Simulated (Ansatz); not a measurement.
MoTe2: uniaxial strain ε_zz = −1.80 %

Consider MoTe$_{2}$ (space group P6_3/mmc, No. 194; a = 3.4340 Å, c = 13.3294 Å; layered, stacked along the Cartesian z axis). Axes: x lies along a and z along c of the hexagonal cell.

Modification: uniaxial strain ε_zz = −1.80 %, all other strain components held at zero; the atoms relax in the strained cell.

All numbers come from DFT with PBEsol-D3(BJ), PAW potentials and a 420 eV plane-wave cutoff in Ansatz (an electronic-structure program), scalar-relativistic without spin-orbit coupling. Γ-centred 11×11×3 mesh, Fermi–Dirac width 0.05 eV.

The volume per atom drops by 0.41 Å³ to 22.28 Å³ and the space group stays P6_3/mmc (No. 194). The energy goes up by 2.6 meV/atom and the pressure (mean of the normal stresses, compression positive) goes from zero to 10.7 kbar. The band gap falls by 0.224 eV (0.33 eV → 0.10 eV) and the smallest direct gap drops by 0.08 eV (0.79 eV → 0.71 eV). The largest internal atomic displacement amounts to 0.025 Å and the stress (xx, yy, zz, yz, xz, xy; compression positive) is (0.54, 0.54, 2.12, 0.00, 0.00, 0.00) GPa.

Spin-orbit coupling, missing from the scalar runs, can matter with Te. Whether these cells are dynamically stable was not tested. The zero or small gap of MoTe2 under uniaxial strain ε_zz = −1.80 % can change with the level of theory.
